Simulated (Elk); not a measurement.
A self-consistent single point of YGe2 (I4_1/amd, 6 atoms in the cell) with Elk.

Computed with LDA (PW92), all-electron FP-LAPW, Elk's shipped species files, default APW+lo basis run with Elk 10.2.4.

```xyz
6
Lattice="-2.0219 2.0219 8.4277 2.0219 -2.0219 8.4277 2.0219 2.0219 -8.4277" Properties=species:S:1:pos:R:3 pbc="T T T"
Y      0.0000     0.0000     8.4277
Y      2.0219     0.0000     4.2138
Ge     0.0000     2.0219     5.5284
Ge     0.0000     0.0000     1.3146
Ge     0.0000     0.0000    15.5408
Ge     0.0000     2.0219     2.8993
```

Reference input (self-consistent single point, DFT, PBEsol, all-electron FP-LAPW, Elk's shipped species files, default APW+lo basis): xctype = 22; swidth = 0.00367493 Ha; ngridk = 5 5 5; rmtscf = 0.95; maxscl = 100. This run's input differs from it in these lines:

```diff
@@ -2,5 +2,2 @@
   0
-
-xctype
-  22
```

Log, with long lists cut:

```
│ Self-consistent loop started │
│ Loop number : 1 │
 total energy                :     -15157.3504439
│ Loop number : 2 │
 total energy                :     -15157.3613729
RMS change in Kohn-Sham potential (target) :   0.6138988783E-01 (  0.1000000000E-05)
Absolute change in total energy (target)   :   0.1092899344E-01 (  0.1000000000E-03)
│ Loop number : 3 │
 total energy                :     -15157.2362749
RMS change in Kohn-Sham potential (target) :   0.5969513460E-01 (  0.1000000000E-05)
Absolute change in total energy (target)   :   0.1223656795     (  0.1000000000E-03)
│ Loop number : 4 │
   [... lines left out ...]
Absolute change in total energy (target)   :   0.8807409358E-03 (  0.1000000000E-03)
│ Loop number : 14 │
 total energy                :     -15148.7175626
RMS change in Kohn-Sham potential (target) :   0.9647206012E-07 (  0.1000000000E-05)
Absolute change in total energy (target)   :   0.2219385733E-03 (  0.1000000000E-03)
│ Loop number : 15 │
 total energy                :     -15148.7175868
RMS change in Kohn-Sham potential (target) :   0.3325697493E-07 (  0.1000000000E-05)
Absolute change in total energy (target)   :   0.3128434400E-04 (  0.1000000000E-03)
Convergence targets achieved

│ Loop number : 16 │

Energies :
 Fermi                       :     0.255532780970
 total energy                :     -15148.7175954

Density of states at Fermi energy :    59.61487002
 (states/Hartree/unit cell)

Estimated indirect band gap :   0.4610934460E-02
 from k-point      7 to k-point      6
Estimated direct band gap   :   0.1012884281E-01
 at k-point     17

Charges :
 core                        :    128.0000000
 valence                     :    78.00000000
 interstitial                :    11.91196279
 muffin-tins (core leakage)
  species :    1 (Y)
   atom    1                 :    36.51263160     (  0.2105184214E-04)
   atom    2                 :    36.51263160     (  0.2105184214E-04)
  species :    2 (Ge)
   atom    1                 :    30.26569350     (  0.6806734487E-03)
   atom    2                 :    30.26569350     (  0.6806734487E-03)
   atom    3                 :    30.26569350     (  0.6806734487E-03)
   atom    4                 :    30.26569350     (  0.6806734487E-03)
 total in muffin-tins        :    194.0880372
 total calculated charge     :    205.9783887
 total charge                :    206.0000000
 error                       :   0.2161134111E-01

│ Self-consistent loop stopped │
```

The run converged in 16 iterations. The count includes the last loop, which Elk runs after its targets are met. 

The starting cell comes from a database of computed structures (which also holds hypothetical and non-ambient phases and stackings), without a prior relaxation at this level. Its lattice was rescaled by a random factor within 2.5 % of one. Values depend on the basis (sphere radii, cutoffs, local orbitals), which need not be converged. The log's line on a gap gives a spacing of levels on this mesh, which the program prints for metals too.
